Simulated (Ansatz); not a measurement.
Take GaN in the wurtzite structure (space group P6_3mc, No. 186; a = 3.183 Å, c = 5.186 Å) as the base.

Level of theory: PBEsol, PAW, 420 eV (Ansatz, a quantum-chemistry and plane-wave program; no SOC), earlier PAW set.

Before the change:

The gap between the host's bands comes out as 1.88 eV and the gap character is direct at Γ.

Perturbation: electron doping at 5.0×10^21 cm⁻³ (0.227 per cell), with a uniform compensating background at fixed cell and a 300 K Fermi–Dirac width.

How does this affect the Fermi level from band edge, gap between the host's bands and gap character?

The Fermi level relative to the doped band's edge (positive inside the band; to 0.05 eV) amounts to +2.20 eV; the gap between the host's bands decreases by 0.08 eV (1.88 eV → 1.80 eV); the gap character is still direct at Γ.

Carriers are added with a uniform compensating background; total energy and stress of such cells depend on the potential's zero and are not compared; many-body gap narrowing is missing at this level. Stability against distortions was not tested.
